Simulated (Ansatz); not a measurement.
The starting structures come from a database of crystals and need not be the phases stable at ambient conditions.

```
CELL_PARAMETERS angstrom
      8.04576     0.00000     0.00000
     -1.35507     9.15176     0.00000
      0.00000     4.18051     4.55877
ATOMIC_POSITIONS crystal
  K  0.74620 0.49150 0.75850
  K  0.25380 0.50850 0.24150
  Zn 0.33810 0.02680 0.22320
  Zn 0.66190 0.97320 0.77680
  B  0.10170 0.80370 0.44630
  B  0.89830 0.19630 0.55370
  H  0.10230 0.62870 0.62130
  H  0.89770 0.37130 0.37870
  H  0.17730 0.86890 0.21050
  H  0.82270 0.13110 0.78950
  H  0.82270 0.13110 0.44830
  H  0.17730 0.86890 0.55170
  H  0.96750 0.85930 0.39070
  H  0.03250 0.14070 0.60930
  Cl 0.60150 0.96210 0.28790
  Cl 0.39850 0.03790 0.71210
  Cl 0.33580 0.35220 0.89780
  Cl 0.66420 0.64780 0.10220
```

Space group of this cell: P2_1/m. The cell is taken as given; by r2SCAN its mean pressure is -1.2 GPa.

Transport runs along the normal of the first two printed cell vectors.

The gap is the functional's own, uncorrected, and κ follows it; spin-orbit coupling is left out. Mid-gap values are interpolated between the computed energies.

**Question.** Compute, with r2SCAN (Ansatz, a quantum-chemistry and plane-wave program), the band gap and the smallest decay constant κ at mid-gap.

**Answer.** Gap 5.51 eV on a 4×8×8 mesh; κ = 0.446 1/Å, at the zone centre.
